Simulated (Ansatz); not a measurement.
Results of PBEsol in Ansatz (plane waves, PAW) for BAs (model structure, P6₂22, No. 180, 6 atoms in the cell).

Numerical settings: plane-wave cutoff 520 eV, 18×18×8 k mesh (along the axes of the cell as run), Fermi–Dirac smearing 0.05 eV, scalar-relativistic PAW data made under PBE.

Cell (relaxed at this level):

```
AsB
1.0
    3.42906     0.00000     0.00000
   -1.71453     2.96965     0.00000
    0.00000     0.00000     7.40305
B As
3 3
Cartesian
  1.71453   0.00000   4.93536
 -0.85727   1.48483   2.46768
  0.85726   1.48482   0.00000
  1.71453   0.00000   1.23384
 -0.85726   1.48483   6.16921
  0.85726   1.48482   3.70152
```

Task: Give the computed band gap and smallest direct gap on the k points sampled.

Result: 
band gap: 0.31 eV (indirect)
smallest direct gap on the k points sampled: 2.13 eV

Note: the relaxation could raise the start's symmetry but not lower it, so the cell can be a saddle point.

Spin–orbit coupling is not included.

Computed values are for the static lattice.

A model structure was made by putting elements into a prototype or built by hand; it is no filed structure, need not be a known phase, and can be a saddle point held by its symmetry.

Ansatz is a quantum-chemistry and plane-wave program.
